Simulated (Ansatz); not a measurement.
For GaSb (model structure, started from the WC type, P-6m2, No. 187, 2 atoms in the cell), PBE-D3(BJ) in Ansatz (PAW) gives:

```
Quantity                    Value
-------------------  ------------
lattice parameter a       3.880 Å
lattice parameter c       3.653 Å
cohesive energy      2.95 eV/atom
```

Question: What does r²SCAN (PAW; Ansatz, a first-principles code) give for the same quantities?

Answer: 
- lattice constant a: 4.014 Å (goes up by 3.5 %)
- lattice parameter c: 3.532 Å (drops by 3.3 %)
- cohesive energy: 2.55 eV/atom (decreases by 0.40 eV/atom)

Changes are worked out from the printed values.

Unless a cell is named, each level is at its own relaxed cell (PBE-D3(BJ) 23.81, r²SCAN 24.64 Å³/atom).

Levels without +SOC leave out spin–orbit coupling, which shifts energies and cells of such heavy elements.

Ansatz's density-functional and Hartree–Fock values are scalar-relativistic unless marked +SOC, with PAW data made under PBE.

A model structure was made by putting elements into a prototype or built by hand; it is no filed structure, need not be a known phase, and can be a saddle point held by its symmetry.
